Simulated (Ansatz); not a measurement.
The starting structures come from a database of crystals and need not be the phases stable at ambient conditions.

By PBEsol, the system below comes out a metal.

Without scattering a metal conducts by its projected Fermi surface.

Data:

```
Cu3Si
1.0
    4.39195     0.00000     0.00000
    1.44645     4.14693     0.00000
    1.47275    -2.07346     2.54327
Si Cu
1 3
Direct
  0.00000   0.00000   0.00000
  0.25000   0.25000   0.50000
  0.75000   0.75000   0.50000
  0.50000   0.50000   0.00000
```

Space group of this cell: I4/mmm. The cell is taken as given; by PBEsol its mean pressure is -1.1 GPa.

The current flows along the normal of the first two printed cell vectors, the (110) plane of the conventional cell. No spin-orbit coupling; the value is a mean over 0.1 eV about the Fermi level.

Q: State the ballistic conductance per area according to PBEsol run with Ansatz (an electronic-structure program).

A: 0.82 × 10¹⁵ S/m² for both spins.
